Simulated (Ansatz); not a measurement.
Start from GaN in the zinc blende structure (space group F-43m, No. 216; a = 4.4982 Å).

Now apply this change: Sb takes the place of N on all its sites; the structure is relaxed again.

Levels (all Ansatz, an electronic-structure program, PAW, earlier PAW set): r2SCAN (500 eV, no spin-orbit coupling); HSE06 (420 eV, no SOC); HSE06+SOC (420 eV, noncollinear with spin-orbit coupling).

At the geometry relaxed with r2SCAN, these levels gave the following band gaps, in shuffled order: (a) 0.41 eV, (b) 0.77 eV, (c) 0.53 eV.

**Question.** Match each gap to its level.

**Answer.** (a) r2SCAN; (b) HSE06; (c) HSE06+SOC.

Single points use the geometry relaxed with r2SCAN. The spin-orbit shifts are approximate. Spin-orbit coupling, missing from the scalar runs, can matter with Sb. Stability against distortions was not tested. This is not the structure that GaN has at room temperature and ambient pressure.
